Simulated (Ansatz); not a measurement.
Start from GaS in the beta-GaS type structure (space group P6_3/mmc, No. 194; a = 3.534 Å, c = 15.041 Å; layered, stacked along the Cartesian z axis).

One thing is altered: an isotropic linear strain of −1.95 %; the atoms relax in the strained cell.

Levels (all Ansatz, a first-principles code, PAW, earlier PAW set): PBEsol-D3(BJ) (420 eV, no SOC); PBEsol+SOC (420 eV, noncollinear with spin-orbit coupling).

The geometry is relaxed with PBEsol-D3(BJ).

* **PBEsol-D3(BJ) band gap**: 1.07 eV
* **PBEsol-D3(BJ) valence-band top at Γ**: 0.00, -1.33, -1.33 eV
* **PBEsol-D3(BJ) hole mass**: 0.13 mₑ along c, 2.4 mₑ across (at Γ)

**Question.** What does PBEsol+SOC give at this geometry for the band gap, valence-band top at Γ and hole mass?

**Answer.** The band gap stays 1.07 eV; the valence-band top at Γ (three highest Kramers pairs, from the VBM) goes from 0.00, -1.33, -1.33 eV to 0.00, -1.30, -1.37 eV; the hole mass changes from 0.13 mₑ along c, 2.4 mₑ across (at Γ) to 0.13 mₑ along c, 2.3 mₑ across (at Γ).

Single points use the geometry relaxed with PBEsol-D3(BJ). The spin-orbit shifts are approximate. Masses are band curvatures over ±0.01 Å⁻¹ around the edge. Stability against distortions was not tested.
